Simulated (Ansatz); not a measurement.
Start from GaS in the beta-GaS type structure (space group P6_3/mmc, No. 194; a = 3.534 Å, c = 15.039 Å; layered, stacked along the Cartesian z axis).

Calculations: PBEsol-D3(BJ) (Ansatz, a program for electronic structure, PAW, scalar-relativistic without spin-orbit coupling).

Before the change:

```
Item                            Result
-----------------------------  -------
Width of the top valence band  2.17 eV
Band gap                       1.29 eV
```

Perturbation: the cell is scaled by 0.9935 in all directions, atoms relaxed at fixed cell.

Task: What does the calculation give for the energy relative to the base after the change?

Result: The energy increases by 1.2 meV/atom.

Task: What does the calculation give for the width of the top valence band after the change?

Result: The width of the top valence band rises by 0.05 eV (2.17 eV → 2.22 eV).

Task: What does the calculation give for the band gap after the change?

Result: The band gap falls by 0.03 eV, from 1.29 eV to 1.26 eV.

The cells carry an imposed strain or load. Stability against distortions was not tested.
